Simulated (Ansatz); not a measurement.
Functionals compared on CH3 on the 1x1 (0001) surface of hcp Ti, one in a 2x2 cell, started at the site 'hollow Ti-Ti-Ti', in Ansatz (plane waves, PAW). The structure was relaxed with PBE; the other rows are single points on it, each with its references at the same level. Cutoff 420 eV (500 eV for r2SCAN).

Set-up: 20 atoms, 6.8 Å thick at the start under the adsorbate (thin: gaps and levels are the slab's own); mesh 6x6x1; 0.1 eV smearing; dipole correction on; 8 atoms held, the rest relaxed; start symmetry kept, larger cells not searched; no spin, no spin-orbit, no U, no dispersion correction. At the end it is bonded to 3 Ti. In PBE it is, or lies within 0.03 eV of, the lowest of the starts that converged. These notes are the PBE run's. Adsorption energies are against CH4(g) − ½ H2(g). A negative adsorption energy means that the adsorbate is more stable on the surface than in its reference.

```json
[
 {"functional": "PBE", "adsorption energy (eV)": "-0.28", "work function of the top face (eV)": "3.63", "change of the work function (eV)": "-0.76", "rough cost of the single point": "–"},
 {"functional": "RPBE", "adsorption energy (eV)": "-0.05", "work function of the top face (eV)": "3.53", "change of the work function (eV)": "-0.76", "rough cost of the single point": "about 70 core-seconds (a rough figure)"},
 {"functional": "r2SCAN", "adsorption energy (eV)": "___", "work function of the top face (eV)": "___", "change of the work function (eV)": "___", "rough cost of the single point": "about 3 core-minutes (a rough figure)"}
]
```

Task: Fill in the missing entries.

Result: 
- r2SCAN, adsorption energy (eV): -0.56
- r2SCAN, work function of the top face (eV): 3.63
- r2SCAN, change of the work function (eV): -0.89

Ansatz is a program for electronic structure.
